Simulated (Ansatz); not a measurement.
## Sc$_{3}$TlB (Pm-3m): resistivity and electron-phonon coupling

Consider the following.

```yaml
crystal:
  lattice:
    - [4.63302, 0.00000, 0.00000]
    - [0.00000, 4.63302, 0.00000]
    - [0.00000, 0.00000, 4.63302]
  atoms:
    - { symbol: Sc, position: [0.00000, 0.50000, 0.50000] }
    - { symbol: Sc, position: [0.50000, 0.00000, 0.50000] }
    - { symbol: Sc, position: [0.50000, 0.50000, 0.00000] }
    - { symbol: Tl, position: [0.00000, 0.00000, 0.00000] }
    - { symbol: B, position: [0.50000, 0.50000, 0.50000] }
```

Calculation: PBEsol, DFPT electron-phonon coupling, linearised Boltzmann equation (plane waves, PAW, scalar-relativistic; Ansatz, an electronic-structure program). How the cell was made: relaxed with this functional, without spin-orbit coupling.

```json
{
 "resistivity at 300 K": "107 μΩ·cm",
 "resistivity at 77 K": "16.1 μΩ·cm",
 "electron mean free path at 300 K (weighted by the current that each state carries)": "2.2 nm",
 "electron-phonon coupling λ": "0.78",
 "transport coupling λ_tr": "0.81",
 "logarithmic_mean_phonon_energy": "18.1 meV",
 "drude_plasma_energy": "2.7 eV",
 "Hall coefficient at 300 K": "75 ×10⁻¹¹ m³/C"
}
```

A metal at this level (no band gap). Only scattering by harmonic phonons is included (no impurities, grain boundaries, electron-electron scattering or thermal expansion). Spin-orbit coupling is left out, which matters with elements this heavy. Values near or above 100 μΩ·cm, or paths under about 2 nm, lie near resistivity saturation, where the Boltzmann equation overshoots. The self-energy correction of the phonons between q points moved λ by about 2 %. Halving the electron mesh (20x20x20) moves the resistivity by up to 7 % at 300 K, the mean free path by up to 10 %, the coupling by up to 6 %. Smearing 0.20 eV; phonons on a 3x3x3 q mesh, which this run doesn't test and which matters most at low temperature.

Computed structure with no diffraction record at hand here (it may be known, metastable or hypothetical): Sc3TlB (Pm-3m).
